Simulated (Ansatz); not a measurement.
Response to strain in BN

The reference is BN in the zinc blende structure (space group F-43m, No. 216; a = 3.610 Å).

Strains are applied to the cell and any free atomic positions relax.

All numbers come from r2SCAN/PAW in Ansatz (an electronic-structure program), no spin-orbit coupling.

```csv
isotropic strain (%),pressure (GPa)
0,0.0
0.5,-5.7
1,-11.1
1.5,-16.1
2,?
2.5,-25.3
3,-29.5
```

Fit P = P₀ − Bδ + Cδ² with δ = (1 + ε)³ − 1 to the rows shown and predict the withheld row.

Least squares on the printed values gives P₀ = 0.0 GPa, B = 386 GPa, C = 743 GPa (largest residual 0.0 GPa); this predicts -20.9 GPa, and the run gives -20.9 GPa, in agreement.

Stability against distortions was not tested.
